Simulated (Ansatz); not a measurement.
BP under load (space group F-43m), Ansatz (a program for electronic structure) with r2SCAN with spin-orbit coupling, rigid bands. Condition of this run: hydrostatic pressure of -8 GPa (compression positive) (the target of the relaxation). Band gap 1.45 eV, N_c = 3.96e19 cm⁻³ and N_v = 2.22e19 cm⁻³ at 300 K, conductivity masses of 0.321 mₑ (electrons) and 0.395 mₑ (holes). Take k_BT = 0.02585 eV.

Problem. A film of it is 8 nm thick. Estimate the confinement energies in an infinite well.

Solution. ħ²π²/(2m t²) = 0.376 eV·nm²/(m/mₑ × t²) gives 18.3 meV for electrons and 14.9 meV for holes, so the gap would widen to about 1.48 eV. Finite barriers and nonparabolic bands lower this, and with several valleys or bands the heaviest mass along the normal sets the lowest level, not this average.

Problem. What thermal injection velocity √(2k_BT/πm) limits a ballistic channel?

Solution. 9.50e6 cm/s for electrons and 8.56e6 cm/s for holes, a ratio of √(m_h/m_e) = 1.11, for dilute carriers.

Problem. Find the intrinsic carrier density and the intrinsic Fermi level.

Solution. n_i = √(N_c N_v) exp(−E_g/2k_BT) = 2.96e19 × exp(−28.04) = 2.0e7 cm⁻³. The level lies (k_BT/2) ln(N_v/N_c) = -7 meV from mid-gap (positive towards the conduction band). Each 0.1 eV added to the gap lowers n_i by a factor of 6.9.

Rigid bands with the computed gap; masses take one relaxation time for all states. Geometry: cell and atoms relaxed with PBEsol.
